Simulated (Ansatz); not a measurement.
## ZnSe (model structure, started from the PtS type, P4₂/mmc, No. 131, 4 atoms in the cell): properties by level of theory

```
level (code)         lattice parameter a (Å)  lattice parameter c (Å)  enthalpy of formation (eV/atom)
-------------------  -----------------------  -----------------------  -------------------------------
PBE (Ansatz)                           3.820                    6.889                           -0.258
PBEsol (Ansatz)                        3.736                    6.784                           -0.191
PBE-D3(BJ) (Ansatz)               (withheld)                    6.841                           -0.180
```

Question: Some entries are withheld; supply them.

Answer: 
- PBE-D3(BJ) (Ansatz, a quantum-chemistry and plane-wave program), lattice parameter a (Å): 3.741

Ansatz's density-functional and Hartree–Fock values are scalar-relativistic unless marked +SOC, with PAW data made under PBE.

Static lattice: no zero-point or thermal effects.

A model structure was made by putting elements into a prototype or built by hand; it is no filed structure, need not be a known phase, and can be a saddle point held by its symmetry.
